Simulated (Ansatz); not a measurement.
Base system: W in the bcc (W type) structure (space group Im-3m, No. 229).

```
W
1.0
   -1.58464     1.58464     1.58464
    1.58464    -1.58464     1.58464
    1.58464     1.58464    -1.58464
W
1
Direct
  0.00000   0.00000   0.00000
```

Cartesian axes are those of the cell as printed.

The values are results of Kohn–Sham DFT with the r2SCAN functional, run in Ansatz (an electronic-structure program) with PAW and 500 eV plane waves, scalar-relativistic without spin-orbit coupling, not measurements.

For the base:

The shortest interatomic distance is 2.745 Å and the pressure comes out as 0.0 GPa.

Perturbation: a pure shear with ε_xz = ε_zx = 0.0039, atoms relaxed at fixed cell.

How does this affect the energy relative to the base, shortest interatomic distance and pressure?

The energy rises by 0.4 meV/atom; the shortest interatomic distance drops by 0.007 Å to 2.738 Å; the pressure (mean of the normal stresses, compression positive) stays 0.0 GPa.

Without a gap, meshes like the base's 21×21×21 leave anisotropic stresses uncertain by several tenths of a GPa, and small strain energies with them. The cells carry an imposed strain or load. No phonon test of stability was made. All final runs are without spin polarisation.
